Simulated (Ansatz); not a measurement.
**Al: uniaxial strain ε_zz = −2.50 %**

The reference is Al in the fcc (Cu type) structure (space group Fm-3m, No. 225; a = 4.015 Å; relaxed with 0.1 eV smearing). Axes: x, y, z lie along the cube axes.

One thing is altered: uniaxial strain ε_zz = −2.50 %, all other strain components held at zero; the atoms relax in the strained cell.

All numbers come from PBEsol (Ansatz, a program for electronic structure, PAW, spin-orbit coupling left out). k-mesh 28×28×28 (Γ-centred); smearing 0.1 eV (Fermi–Dirac).

- Volume per atom = 15.78 Å³ (base 16.19 Å³)
- Space group = I4/mmm (No. 139) (base Fm-3m (No. 225))
- Shortest interatomic distance = 2.804 Å (base 2.839 Å)
- Energy relative to the base (free energy F) = +3.8 meV/atom
- Band gap = zero (base zero)
- Stress (xx, yy, zz, yz, xz, xy; compression positive) = (1.8, 1.8, 3.2, 0.0, 0.0, 0.0) GPa

Final structure:

```
CELL_PARAMETERS angstrom
      0.00000     2.00773     1.95754
      2.00773     0.00000     1.95754
      2.00773     2.00773     0.00000
ATOMIC_POSITIONS crystal
  Al 0.00000 0.00000 0.00000
```

No phonon test of stability was made.
